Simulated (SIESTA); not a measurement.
SIESTA run on a sheet of TiTe₂ (3 atoms in the cell): self-consistent single point

Level of theory: GGA PBE, numerical atomic orbitals DZP, PseudoDojo PBE standard norm-conserving potentials (rewritten from UPF to PSML) (SIESTA 5.4.2).

This input was run:

```
# files in the folder: Ti.psml Te.psml (PseudoDojo PBE standard)
SystemName  TiTe2
SystemLabel tite2

NumberOfAtoms                3
NumberOfSpecies              2
%block ChemicalSpeciesLabel
  1 22 Ti
  2 52 Te
%endblock ChemicalSpeciesLabel
LatticeConstant              3.877017 Ang
%block LatticeVectors
     1.000000000    0.000000000    0.000000000
    -0.500000129    0.866025349    0.000000000
     0.000000000    0.000000000    4.428825048
%endblock LatticeVectors
AtomicCoordinatesFormat      ScaledCartesian
%block AtomicCoordinatesAndAtomicSpecies
     0.000000000    0.000000000    2.214412524  1
    -0.000000586    0.577350521    2.623312654  2
     0.500000457    0.288674828    1.805512394  2
%endblock AtomicCoordinatesAndAtomicSpecies

XC.functional                GGA
XC.authors                   PBE
PAO.BasisSize                DZP
PAO.EnergyShift              0.01 Ry
MeshCutoff                   300 Ry
%block kgrid.MonkhorstPack
    5   0   0  0.0
    0   5   0  0.0
    0   0   1  0.0
%endblock kgrid.MonkhorstPack
OccupationFunction           MP
OccupationMPOrder            0
ElectronicTemperature        100.0 meV

MaxSCFIterations             150
SCF.Mixer.Method             Broyden
SCF.Mixer.Weight             0.25
SCF.Mixer.History            6
SCF.DM.Tolerance             1.0E-04
Diag.ParallelOverK           true
WriteForces                  true
Charge.Mulliken              end
```

The program printed (abridged):

```
reinit: Reading from file input.fdf

reinit: System Name: TiTe2
reinit: System Label: tite2

coor:   Atomic-coordinates input format  =     Cartesian coordinates
coor:                                          (in units of alat)

siesta: Atomic coordinates (Bohr) and species
siesta:      0.00000   0.00000  16.22389  1        1
siesta:     -0.00000   4.22996  19.21970  2        2
siesta:      3.66325   2.11498  13.22809  2        3

siesta: System type = slab

initatomlists: Number of atoms, orbitals, and projectors:      3    55    84

siesta: ******************** Simulation parameters ****************************
redata: Spin configuration                          = none
redata: Time-Reversal Symmetry                      = T
redata: Number of Atomic Species                    =        2
redata: Mesh Cutoff                                 =   300.0000 Ry
redata: Net charge of the system                    =     0.0000 |e|
redata: Min. number of SCF Iter                     =        0
redata: Max. number of SCF Iter                     =      150
redata: SCF convergence failure will abort job
redata: SCF mix quantity                            = Hamiltonian
redata: Mix DM or H after convergence               =   F
redata: Recompute H after scf cycle                 =   F
redata: Mix DM in first SCF step                    =   T
redata: No kicks to SCF
redata: DM Mixing Weight for Kicks                  =     0.5000
redata: Require Harris convergence for SCF          =   F
redata: Harris energy tolerance for SCF             =     0.000100 eV
redata: Require DM convergence for SCF              =   T
redata: DM tolerance for SCF                        =     0.000100
redata: Require EDM convergence for SCF             =   F
redata: EDM tolerance for SCF                       =     0.001000 eV
redata: Require H convergence for SCF               =   T
   [... lines left out ...]
diag: Used triangular part                          = Lower
diag: Absolute tolerance                            =  0.100E-15
diag: Orthogonalization factor                      =  0.100E-05
diag: Memory factor                                 =  1.0000

superc: Internal auxiliary supercell:     7 x     7 x     1  =      49
superc: Number of atoms, orbitals, and projectors:    147   2695   4116

                        Single-point calculation

superc: Internal auxiliary supercell:     7 x     7 x     1  =      49
superc: Number of atoms, orbitals, and projectors:    147   2695   4116

outcell: Unit cell vectors (Ang):
        3.877017    0.000000    0.000000
       -1.938509    3.357595    0.000000
        0.000000    0.000000   17.170630

outcell: Cell vector modules (Ang)   :    3.877017    3.877017   17.170630
outcell: Cell angles (23,13,12) (deg):     90.0000     90.0000    120.0000
outcell: Cell volume (Ang**3)        :    223.5179
new_DM -- step:     1
Initializing Density Matrix...

Attempting to read DM from file... Failed...
DM filled with atomic data:

InitMesh: MESH = 36 x 36 x 180 = 233280
InitMesh: Mesh cutoff (required, used) =   300.000   303.721 Ry

stepf: Methfessel-Paxton step function
       Using Hermite-Gauss polynomials of order  0
        iscf     Eharris(eV)        E_KS(eV)     FreeEng(eV)     dDmax    Ef(eV) dHmax(eV)
   scf:    1    -7302.287867    -7311.768119    -7311.776779  1.750969 -3.142367 15.952725
   scf:    2    -7276.742704    -7306.697102    -7306.713869  0.639448 -5.041046 20.126480
   scf:    3    -7312.594976    -7316.103344    -7316.115689  0.477222 -3.889818  5.087321
   scf:    4    -7315.763647    -7316.431119    -7316.444094  0.139357 -4.454584  2.610326
   scf:    5    -7315.770658    -7316.413979    -7316.426355  0.065987 -4.107732  3.039244
   scf:    6    -7316.644100    -7316.602380    -7316.614952  0.040386 -4.312221  0.155573
   scf:    7    -7316.600360    -7316.602441    -7316.615064  0.003319 -4.328249  0.174042
   scf:    8    -7316.603150    -7316.602841    -7316.615458  0.002216 -4.316241  0.098127
   scf:    9    -7316.603067    -7316.603043    -7316.615648  0.001787 -4.306311  0.002249
   scf:   10    -7316.603042    -7316.603042    -7316.615648  0.000052 -4.305941  0.000878
SCF Convergence by DM+H criterion
max |DM_out - DM_in|         :     0.0000521393
max |H_out - H_in|      (eV) :     0.0008776250
SCF cycle converged after 10 iterations

Using DM_out to compute the final energy and forces

siesta: E_KS(eV) =            -7316.6030

siesta: E_KS - E_eggbox =     -7316.6030

siesta: Atomic forces (eV/Ang):
     1   -0.000000   -0.000000    0.000000
     2   -0.000160    0.000093    0.931850
     3    0.000160   -0.000093   -0.931850
   Tot    0.000000   -0.000000   -0.000000
   Max    0.931850
   Res    0.439278    sqrt( Sum f_i^2 / 3N )
   Max    0.931850    constrained

Stress tensor Voigt[x,y,z,yz,xz,xy] (kbar):        0.80        1.00      -21.37       -0.00        0.00        0.18
(Free)E + p*V (eV/cell)    -7315.7056
Target enthalpy (eV/cell)    -7316.6156

siesta: Program's energy decomposition (eV):
siesta: Ebs     =     -1309.787257
siesta: Eions   =      8628.922696
siesta: Ena     =       694.736954
siesta: Ekin    =      3732.842335
siesta: Enl     =     -1582.350013
siesta: Eso     =         0.000000
siesta: Edftu   =         0.000000
siesta: DEna    =        40.391699
siesta: DUscf   =         0.844155
siesta: DUext   =         0.000000
siesta: Ex      =     -1482.109829
siesta: Ec      =       -92.035646
siesta: Exc     =     -1574.145476
siesta: Eharris =     -7316.603042
siesta: Etot    =     -7316.603042
siesta: FreeEng =     -7316.615648

siesta: Atomic forces (eV/Ang):
siesta:      1   -0.000000   -0.000000    0.000000
siesta:      2   -0.000160    0.000093    0.931850
siesta:      3    0.000160   -0.000093   -0.931850
siesta: ----------------------------------------
siesta:    Tot    0.000000   -0.000000   -0.000000

siesta: Stress tensor (static) (eV/Ang**3):
siesta:     0.000500    0.000110    0.000002
siesta:     0.000110    0.000627   -0.000001
siesta:     0.000002   -0.000001   -0.013341

siesta: Cell volume =        223.517867 Ang**3

siesta: Pressure (static):
siesta:                Solid            Molecule  Units
siesta:           0.00004434         -0.00000365  Ry/Bohr**3
siesta:           0.00407132         -0.00033543  eV/Ang**3
siesta:           6.52297418         -0.53741550  kBar

mulliken: Atomic and Orbital Populations:

Species: Ti
Atom  Qatom  Qorb
               3s      4s      4s      3py     3pz     3px     4py     4pz
               4px     3dxy    3dyz    3dz2    3dxz    3dx2-y2 3dxy    3dyz
               3dz2    3dxz    3dx2-y2
   1 11.983   1.955   0.309   0.184   1.980   1.977   1.980   0.360   0.413
              0.360   0.469   0.685   0.280   0.685   0.469  -0.021  -0.032

             -0.017  -0.032  -0.021

Species: Te
Atom  Qatom  Qorb
               5s      5s      5py     5pz     5px     5py     5pz     5px
               4dxy    4dyz    4dz2    4dxz    4dx2-y2 5dxy    5dyz    5dz2
               5dxz    5dx2-y2
   2 16.008   1.494   0.170   1.231   1.517   1.231   0.085  -0.032   0.085
              2.001   2.002   2.002   2.002   2.001   0.051   0.040   0.037

              0.040   0.051
   3 16.008   1.494   0.170   1.231   1.517   1.231   0.085  -0.032   0.085
              2.001   2.002   2.002   2.002   2.001   0.051   0.040   0.037

              0.040   0.051

mulliken: Qtot =       44.000

Mulliken Atomic Populations:
Atom #   charge [q] valence [e]  Species
     1     0.016541   11.983459  Ti
     2    -0.008270   16.008270  Te
     3    -0.008270   16.008270  Te
 Total     0.000000

siesta: Electric dipole (a.u.)  =    0.000000    0.000000    0.000000
siesta: Electric dipole (Debye) =    0.000000    0.000000    0.000000
```

The run converged in 10 iterations.

The starting cell was generated: these elements placed on a structure prototype, without a prior relaxation; it need not be a known phase or ordering of this composition. Its lattice was rescaled in the plane by a random factor within 2.5 % of one. Spin polarisation is off, so a magnetic state, if there is one, cannot be reached. Values carry the incompleteness of an atom-centred basis.
